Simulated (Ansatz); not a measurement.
Base system: TiO₂ in the rutile structure (space group P4_2/mnm, No. 136; a = 4.548 Å, c = 2.917 Å). Axes: x, y, z lie along a, b, c of the conventional cell.

Perturbation: tensor shear ε_xz = +1.67 % (engineering shear γ = 0.0334); the atoms relax in the strained cell.

Level of theory: Ansatz (an electronic-structure program), LDA, PAW, cutoff 420 eV, no spin-orbit coupling.

Problem. Give the band edges at the high-symmetry points of the new zone, measured from its valence-band maximum.

Solution. 
```tsv
point	valence edge (eV)	conduction edge (eV)
Γ	0.00	1.85
Z	-0.78	2.57
D	-1.09	1.89
B	-0.78	2.56
A	-1.47	3.06
E	-1.11	1.89
C₂	-0.67	2.64
Y₂	-0.96	1.85
```

The gap is 1.85 eV, direct at Γ.

Whether these cells are dynamically stable was not tested. The final runs are not spin-polarised. Labels are those of the standard path for the cell's own space group.
